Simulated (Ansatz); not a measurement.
The parent structure is W in the bcc (W type) structure (space group Im-3m, No. 229; relaxed with 0.1 eV smearing).

```
W
1.0
   -1.56765     1.56765     1.56765
    1.56765    -1.56765     1.56765
    1.56765     1.56765    -1.56765
W
1
Direct
  0.00000   0.00000   0.00000
```

Cartesian axes are those of the cell as printed.

The values are results of Ansatz (a first-principles code), LDA, PAW, cutoff 420 eV, no spin-orbit coupling, not measurements.

Base values:

Band gap: zero

Now apply this change: biaxial strain +2.50 %, plane normal [001], relaxed out of plane (Cartesian); in-plane vectors clamped, the third vector and the atoms free.

### Question
Estimate the effect on the ratio −ε⊥/ε∥, in-plane stress, band gap and energy relative to the base.

### Answer
The ratio −ε⊥/ε∥ is 0.74; the mean in-plane stress (compression positive) comes out as -14.1 GPa; the band gap stays zero; the energy rises by 35 meV/atom.

No phonon test of stability was made. The final runs are not spin-polarised.
